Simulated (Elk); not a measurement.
A self-consistent single point of Sn2Pt (Fm-3m, 3 atoms in the cell) with Elk.

Level of theory: PBEsol, all-electron FP-LAPW, Elk's shipped species files, default APW+lo basis (Elk).

```
Sn2Pt
1.0
    0.00000     3.24309     3.24309
    3.24309     0.00000     3.24309
    3.24309     3.24309     0.00000
Sn Pt
2 1
Cartesian
  4.86464   4.86464   4.86464
  1.62155   1.62155   1.62155
  0.00000   0.00000   0.00000
```

Reference input (self-consistent single point, DFT, LDA (PW92), all-electron FP-LAPW, Elk's shipped species files, default APW+lo basis): xctype = 3; rgkmax = 7; stype = 0; swidth = 0.00999582 Ha; ngridk = 12 12 12. This run's input differs from it in these lines:

```diff
@@ -4,3 +4,3 @@
 xctype
-  3
+  22
```

Output, abridged:

```
│ Self-consistent loop started │
│ Loop number : 1 │
 total energy                :     -30788.1204181
│ Loop number : 2 │
 total energy                :     -30788.8786444
RMS change in Kohn-Sham potential (target) :   0.1934152324     (  0.1000000000E-05)
Absolute change in total energy (target)   :   0.7582263145     (  0.1000000000E-03)
│ Loop number : 3 │
 total energy                :     -30790.2726522
RMS change in Kohn-Sham potential (target) :   0.1757937822     (  0.1000000000E-05)
Absolute change in total energy (target)   :    1.583564376     (  0.1000000000E-03)
│ Loop number : 4 │
   [... lines left out ...]
Absolute change in total energy (target)   :   0.1759073275E-03 (  0.1000000000E-03)
│ Loop number : 14 │
 total energy                :     -30794.4608561
RMS change in Kohn-Sham potential (target) :   0.1282869595E-05 (  0.1000000000E-05)
Absolute change in total energy (target)   :   0.3630180800E-04 (  0.1000000000E-03)
│ Loop number : 15 │
 total energy                :     -30794.4609144
RMS change in Kohn-Sham potential (target) :   0.5069570693E-06 (  0.1000000000E-05)
Absolute change in total energy (target)   :   0.6735831266E-04 (  0.1000000000E-03)
Convergence targets achieved

│ Loop number : 16 │

Energies :
 Fermi                       :     0.281350501266
 total energy                :     -30794.4609517

Density of states at Fermi energy :    31.23917716
 (states/Hartree/unit cell)

Estimated indirect band gap :   0.2708620169E-02
 from k-point      9 to k-point     45
Estimated direct band gap   :   0.6803578114E-02
 at k-point     19

Charges :
 core                        :    108.0000000
 valence                     :    70.00000000
 interstitial                :    4.663896360
 muffin-tins (core leakage)
  species :    1 (Sn)
   atom    1                 :    47.98328090     (  0.1019189171E-03)
   atom    2                 :    47.98328090     (  0.1019189171E-03)
  species :    2 (Pt)
   atom    1                 :    77.36954184     (  0.2379617816E-03)
 total in muffin-tins        :    173.3361036
 total calculated charge     :    177.9893584
 total charge                :    178.0000000
 error                       :   0.1064156596E-01

│ Self-consistent loop stopped │
```

The run converged in 16 iterations. The count includes the last loop, which Elk runs after its targets are met. 

The starting cell comes from a database of computed structures (which also holds hypothetical and non-ambient phases and stackings), without a prior relaxation at this level. Spin-orbit coupling is off. Spin polarisation is off. Values depend on the basis (sphere radii, cutoffs, local orbitals), which need not be converged. The log's line on a gap gives a spacing of levels on this mesh, which the program prints for metals too.

Cost on one core of a shared machine: roughly 30 s.
